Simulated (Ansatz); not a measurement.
# A computed series for HfS2: pressure series

Start from HfS2 in the CdI2 type structure (space group P-3m1, No. 164; layered, stacked along the Cartesian z axis).

```
HfS2
1.0
    3.54747     0.00000     0.00000
   -1.77373     3.07220     0.00000
    0.00000     0.00000     5.57685
Hf S
1 2
Direct
  0.00000   0.00000   0.00000
  0.66667   0.33333   0.26190
  0.33333   0.66667   0.73810
```

Cell and atoms are relaxed at each pressure.

Calculations: PBEsol-D3(BJ), PAW, 420 eV (Ansatz, a first-principles code; without spin-orbit coupling).

Computed cases, in order: pressure −2 GPa; pressure −1 GPa; 0 GPa (base); pressure 0.3 GPa; pressure 0.7 GPa; pressure 1.5 GPa; pressure 3 GPa; pressure 5 GPa; pressure 7.5 GPa; pressure 10 GPa.

Q: Between which two neighbouring cases does the band gap open or close?

A: Between pressure 3 GPa (0.12 eV) and pressure 5 GPa (zero). The whole series: pressure −2 GPa: 0.80 eV; pressure −1 GPa: 0.60 eV; 0 GPa (base): 0.45 eV; pressure 0.3 GPa: 0.41 eV; pressure 0.7 GPa: 0.36 eV; pressure 1.5 GPa: 0.27 eV; pressure 3 GPa: 0.12 eV; pressure 5 GPa: zero; pressure 7.5 GPa: zero; pressure 10 GPa: zero.

A case with no gap was solved on a k-mesh chosen for an insulator, which is coarse for it. With Hf present, leaving out spin-orbit coupling can change the band edges. Load acts through the strain it causes; cell and atoms are relaxed under it. Stability against distortions was not tested. Competing high-pressure phases were not computed. The final runs are not spin-polarised. A zero or small gap of HfS2 under pressure 1.5 GPa, HfS2 under pressure 3 GPa, HfS2 under pressure 5 GPa and HfS2 under pressure 7.5 GPa can be the functional's error rather than a property of the material.
